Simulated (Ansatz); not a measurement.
The (310) surface of bcc Nb in its 1x1 cell, outermost plane spacing 1.05 Å in the ideal cut

The numbers are results of r2SCAN, at the PBE geometry (plane waves to 500 eV, PAW; Ansatz, an electronic-structure program), not measurements.

Slab: 11 atoms, 10.5 Å thick at the start (thin: gaps and levels are the slab's own); k 12x7x1, smearing 0.1 eV, dipole-corrected; single point; on the structure that PBE left under its start's symmetry; no spin, no spin-orbit, no U.

```
Quantity                                                             Value
-----------------------------------  -------------------------------------
surface energy (mean of both faces)                              2.42 J/m²
work function of the top face                                      3.65 eV
cost                                 about 8 core-minutes (a rough figure)
```
